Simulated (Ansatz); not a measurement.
The parent structure is a 24-atom supercell of ZnO in the wurtzite structure (space group P6_3mc, No. 186; a = 3.230 Å, c = 5.215 Å) at its relaxed geometry.

Level of theory: PBEsol (Ansatz, a first-principles code, PAW, no SOC).

Before the change:

* **Gap of the supercell**: 0.70 eV
* **Pressure**: 0.0 GPa

It is then changed as follows: a neutral O on a Zn site (antisite), atoms relaxed at fixed cell, starting from a slightly rattled geometry.

Predict the new gap of the supercell, pressure, largest displacement of a host atom from its site in the perfect cell and total moment of the cell.

The gap of the supercell decreases by 0.23 eV to 0.47 eV; the pressure goes from zero to 2.4 GPa; the largest displacement of a host atom from its site in the perfect cell is 0.35 Å; the total moment of the cell amounts to 2.0 μB.

Other magnetic orders, which the real material may have, were not ruled out. The cell is small, so the values are those of an ordered compound at a high defect concentration; dilute-limit values will differ. The defect cell is spin-polarised and ends with 2.0 μB.
